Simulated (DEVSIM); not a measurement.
Device: Co/SiO2/p-Ge capacitor, at 250 K.

```tsv
layer (left to right)	material	thickness (nm)	Na (cm⁻³)
1	SiO2	3.10	-
2	Ge	4400	1.8e16
```

Metal gate on the left, work function 5 eV. Fixed charge at the semiconductor interface -2.6e11 cm⁻² (in units of +e); no interface traps.

This is a model device: material constants are rounded textbook-type values typed into the input, and sizes, dopings and lifetimes were drawn at random. Values at 300 K; Nc and Nv go as T^1.5, mobilities as T to minus their exponent, the gap by Varshni's rule with the affinity fixed.

| parameter | SiO2 | Ge |
|---|---|---|
| gap (eV) | 9 | 0.664 |
| affinity (eV) | 0.9 | 4 |
| permittivity | 3.9 | 16 |
| Nc (cm⁻³) | - | 1.04e19 |
| Nv (cm⁻³) | - | 6e18 |
| Varshni α (eV/K) | - | 0.000477 |
| Varshni β (K) | - | 235 |

DEVSIM, 1D Poisson equation in equilibrium, Boltzmann statistics, complete ionisation; no quantum confinement or tunnelling. Metal contacts follow the ideal Schottky-Mott rule: no Fermi-level pinning, no interface dipoles.

The temperature was swept, all else fixed.

| temperature (K) | threshold voltage (band bending 2φF) (V) | minimum of the low-frequency capacitance (μF/cm²) | flat-band voltage (V) |
|---|---|---|---|
| 250 | 0.96 | 0.0762 | 0.47 |
| 300 | 0.92 | 0.0883 | 0.52 |
| 350 | 0.88 | 0.110 | 0.58 |
| 400 | 0.84 | 0.154 | 0.63 |
| 450 | 0.80 | 0.224 | 0.68 |
| 500 | 0.77 | 0.326 | 0.72 |

From the first row to the last the threshold voltage (band bending 2φF) goes from 0.96 to 0.77. From the first row to the last the minimum of the low-frequency capacitance goes from 0.0762 to 0.326.
